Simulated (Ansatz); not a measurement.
Where the default PAW files enter, the runs use the earlier of Ansatz's two default sets.

Crystal: BaZrO₃ (Pm-3m, cubic perovskite, 5 atoms a cell, 14.9 Å³ an atom); both levels run on this one cell.

Complex bands along the normal of (001) by Ansatz (plane waves, PAW, no spin-orbit coupling). r2SCAN gives a gap of 3.72 eV and a slowest mid-gap decay of 0.294 1/Å.

Q: What does PBE give on the same cell, and what does that do to the current through 2 nm?

A: Gap 3.21 eV, κ = 0.279 1/Å. The mid-gap transmission through 2 nm changes by exp(2 × 20 × (0.294 − 0.279)) = a factor of 1.8 against r2SCAN.

Ansatz is a quantum-chemistry and plane-wave program.
